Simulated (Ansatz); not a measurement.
Start from NiSi (space group Pnma, No. 62; a = 5.190 Å, b = 3.350 Å, c = 5.624 Å; non-magnetic).

The values are results of DFT with PBE, PAW potentials and a 420 eV plane-wave cutoff in Ansatz (a program for electronic structure), no spin-orbit coupling, earlier PAW set, not measurements.

Before the change:

The band gap is zero.

Perturbation: the cell is scaled by 0.9836 in all directions; the atoms relax in the strained cell.

Q: Estimate the effect on the largest internal atomic displacement.

A: The largest internal atomic displacement comes out as 0.015 Å.

Q: Predict the new band gap.

A: The band gap is still zero.

Stability against distortions was not tested. Seeded moments were not kept for the base. The final runs are not spin-polarised.
